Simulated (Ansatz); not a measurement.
The cell is made up: elements placed on another compound's structure type, so the phase may be hypothetical.

By PBEsol, the system below comes out a metal.

The ballistic (Sharvin) conductance counts the channels at the Fermi level: G/A = (e²/h) × channels of both spins per area.

Data:

```xyz
5
Lattice="4.1506 0.0000 0.0000 0.0000 4.1506 0.0000 0.0000 0.0000 4.1506" Properties=species:S:1:pos:R:3 pbc="T T T"
Al     0.0000     0.0000     0.0000
Pt     0.0000     2.0753     2.0753
Pt     2.0753     0.0000     2.0753
Pt     2.0753     2.0753     0.0000
B      2.0753     2.0753     2.0753
```

Space group of this cell: Pm-3m, cubic perovskite. The cell was relaxed by PBE-D3(BJ).

The current flows along the normal of the first two printed cell vectors. No spin-orbit coupling; the value is a mean over 0.1 eV about the Fermi level.

State the ballistic conductance per area according to PBEsol run with Ansatz (an electronic-structure program).

0.59 × 10¹⁵ S/m² for both spins.
